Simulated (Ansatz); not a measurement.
Functionals compared on the (11-22) surface of hcp Ti in its 1x1 cell, outermost plane spacing 1.24 Å in the ideal cut, in Ansatz (plane waves, PAW). The structure was relaxed with PBE; the other rows are single points on it, each with its references at the same level. Cutoff 420 eV (500 eV for r2SCAN).

Model: 18-atom slab, 9.9 Å thick at the start (thin: gaps and levels are the slab's own), 8x7x1 mesh, Fermi-Dirac 0.1 eV, dipole correction, all atoms relaxed; start symmetry kept, larger cells not searched; no spin, no spin-orbit, no U. These notes are the PBE run's.

| functional | surface energy (J/m²) | work function of the top face (eV) | rough cost of the single point |
|---|---|---|---|
| PBE | 2.06 | 3.65 | – |
| LDA | 2.29 | 3.87 | very roughly 4 core-minutes |
| PBEsol | ? | ? | around 5 core-minutes (rough) |
| RPBE | 1.93 | 3.53 | about 5 core-minutes (a rough figure) |
| r2SCAN | 2.27 | 3.68 | roughly 9 core-minutes |

**Question.** Complete the blanks.

**Answer.** 
- PBEsol, surface energy (J/m²): 2.24
- PBEsol, work function of the top face (eV): 3.72

Ansatz is a first-principles code.
